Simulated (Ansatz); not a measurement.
GaN (model structure, started from the BeO type, P4₂/mnm, No. 136, 8 atoms in the cell), treated with PBEsol+SOC in Ansatz (PAW).

Settings: plane-wave cutoff 520 eV, 6×6×10 k mesh (along the axes of the cell as run), Fermi–Dirac smearing 0.01 eV, PAW data made under PBE.

Cell (relaxed with PBEsol):

```cif
data_Ga4N4
_chemical_formula_sum 'Ga4 N4'
_space_group_name_H-M_alt 'P42/mnm'
_space_group_IT_number 136
_space_group_name_Hall '-P 4n 2n'
_cell_length_a 5.47006
_cell_length_b 5.47006
_cell_length_c 3.18300
_cell_angle_alpha 90.000
_cell_angle_beta 90.000
_cell_angle_gamma 90.000
loop_
_atom_site_label
_atom_site_type_symbol
_atom_site_symmetry_multiplicity
_atom_site_Wyckoff_symbol
_atom_site_fract_x
_atom_site_fract_y
_atom_site_fract_z
_atom_site_occupancy
Ga1 Ga 4 g 0.17938 0.17938 0.50000 1
N1 N 4 f 0.31750 0.31750 0.00000 1
```

Question: What does this level give for the band gap?

Answer: 
band gap: 1.88 eV (direct)

Note: the relaxation could raise the start's symmetry but not lower it, so the cell can be a saddle point.

The result took around 2.5 core-minutes (rough).

A model structure was made by putting elements into a prototype or built by hand; it is no filed structure, need not be a known phase, and can be a saddle point held by its symmetry.

Ansatz is a first-principles code.
